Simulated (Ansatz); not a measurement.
Model glasses of amorphous InGaZnO4, 63 to 68 atoms (In9Ga9Zn9O36 before any change). Each row is one cell at a composition chosen by hand, melted whole on the CHGNet potential with the anions pushed apart under 1.9 Å, quenched within some picoseconds, far faster than a real film, and relaxed with PBE, scalar-relativistic without spin-orbit coupling (plane waves to 420 eV, PAW; Ansatz, a program for electronic structure). Each is the lower in DFT energy of 2 quenches. Cycles of charging and discharging were tried on some cells ahead of these points, and a cell that came back lower was taken. The column on the box says what of it was relaxed with the atoms; held means as the quench left it. Cells that kept moments or hold spare charge are left out, and those that charging annealed.

From the neutral cell one electron is taken away, or one added, and the atoms relax (PBE, the zone centre alone, moment held at 1 μB, uniform background; no image-charge correction, which leaves W too low where the charge is localised). W = E(+1) + E(−1) − 2 E(0) is the cost of moving an electron from one such cell to another; the spacing parts the highest filled and lowest empty level of the neutral cell, which ran without spin polarisation.

Formal charges balance in every cell (each cation at its usual highest valence, Cu and Ag at +1, Sb at +3, H at +1, O at −2, N at −3, F and Cl at −1). R− and R+ are the energies that the atoms' relaxation gave back after the electron was added or removed.

```
cell                  change               box  spacing (eV)  R− (eV)  R+ (eV)  spacing − R− − R+ (eV)    W (eV)
---------------  -----------  ----------------  ------------  -------  -------  ----------------------  --------
In9Ga9Zn9O39Al2  +2 Al, +3 O             shape          0.56     0.01     0.22                    0.33      0.51
In9Ga9Zn9O36            none              held          0.66     0.01     0.23                    0.42  withheld
In9Ga9Zn9O38Ti   +2 O, +1 Ti              held          0.85     0.01     0.15                    0.69      0.84
In9Ga9Zn9O37Ba   +1 Ba, +1 O             shape          0.82     0.01     0.09                    0.72      0.78
In9Ga9Zn9O38Si   +2 O, +1 Si  volume and shape          0.91     0.01     0.07                    0.83      0.87
In9Ga9Zn9O39B2    +2 B, +3 O             shape          1.02     0.01     0.08                    0.93      0.99
In9Ga9Zn9O39W     +3 O, +1 W             shape          1.06     0.01     0.06                    0.99      1.08
In9Ga9Zn9O39Sc2  +3 O, +2 Sc             shape          1.19     0.01     0.07                    1.11      1.18
```

Question: Fit a straight line of the last column on the one before it through the 7 full rows, and predict the withheld value for In9Ga9Zn9O36.

Answer: Means: x = 0.800, y = 0.893. Slope = Σ(Δx Δy) / Σ(Δx²) = 0.3313 / 0.3894 = 0.851; intercept = 0.893 − (0.851) × 0.800 = 0.212 eV; r.m.s. residual 0.033 eV. Prediction: 0.212 + (0.851) × 0.42 = 0.57 eV. The run gave 0.52 eV, a miss of 0.05 eV, within twice the residual.

Question: What would a slope of 1 with no intercept mean?

Answer: That adding and removing an electron at fixed atoms costs just the level spacing, as it does for levels spread over a large cell, so that W follows by bookkeeping. The fit has 0.851 and 0.212 eV; a departure holds the carrier's repulsion on its site, which raises W, and the uncorrected background, which lowers it.
